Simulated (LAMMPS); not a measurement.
Molecular dynamics of a melt of Al (fcc) with 90 % of Al sites Cu, 2048 atoms, cooled from 1840 K to 300 K at 1e+13 K/s, at zero pressure.

Model: classical MD, pair style eam/alloy, file AlCu.eam.alloy; code LAMMPS.

```csv
angle (°),"probability per degree, Al-Cu-Cu","probability per degree, Cu-Cu-Cu","probability per degree, Cu-Al-Cu"
40.50,0.0000,0.0000,0.0000
43.50,0.0000,0.0001,0.0002
46.50,0.0008,0.0015,0.0026
49.50,0.0047,0.0061,0.0094
52.50,0.0119,0.0133,0.0164
55.50,0.0227,0.0223,0.0229
58.50,0.0296,0.0262,0.0233
61.50,0.0243,0.0216,0.0181
64.50,0.0148,0.0135,0.0112
67.50,0.0084,0.0079,0.0066
70.50,0.0054,0.0049,0.0044
73.50,0.0038,0.0035,0.0036
76.50,0.0035,0.0032,0.0038
79.50,0.0040,0.0039,0.0041
82.50,0.0052,0.0052,0.0061
85.50,0.0076,0.0073,0.0077
88.50,0.0092,0.0090,0.0092
91.50,0.0094,0.0095,0.0093
94.50,0.0084,0.0084,0.0084
97.50,0.0071,0.0069,0.0077
100.5,0.0059,0.0059,0.0073
103.5,0.0058,0.0058,0.0069
106.5,0.0066,0.0064,0.0075
109.5,0.0080,0.0083,0.0092
112.5,0.0104,0.0110,0.0112
115.5,0.0138,0.0145,0.0130
118.5,0.0156,0.0173,0.0151
121.5,0.0152,0.0165,0.0142
124.5,0.0120,0.0134,0.0115
127.5,0.0087,0.0091,0.0083
130.5,0.0058,0.0064,0.0066
133.5,0.0046,0.0047,0.0052
136.5,0.0036,0.0038,0.0045
139.5,0.0032,0.0030,0.0034
142.5,0.0027,0.0025,0.0027
145.5,0.0026,0.0021,0.0027
148.5,0.0020,0.0019,0.0025
151.5,0.0019,0.0017,0.0020
154.5,0.0017,0.0016,0.0022
157.5,0.0019,0.0017,0.0019
160.5,0.0018,0.0018,0.0021
163.5,0.0021,0.0021,0.0023
166.5,0.0026,0.0027,0.0030
169.5,0.0035,0.0037,0.0031
172.5,0.0045,0.0048,0.0042
175.5,0.0041,0.0046,0.0037
178.5,0.0019,0.0020,0.0018
```

Main features:
- state found: crystallised
- most common Al-Cu-Cu angle: in the 3° bin centred on 58.5° (mean of all 96°)
- most common Cu-Cu-Cu angle: in the 3° bin centred on 58.5° (mean of all 97°)
- most common Cu-Al-Cu angle: in the 3° bin centred on 58.5° (mean of all 96°)

Caution: the cell keeps the atom count and shape of the starting crystal, which eases freezing.
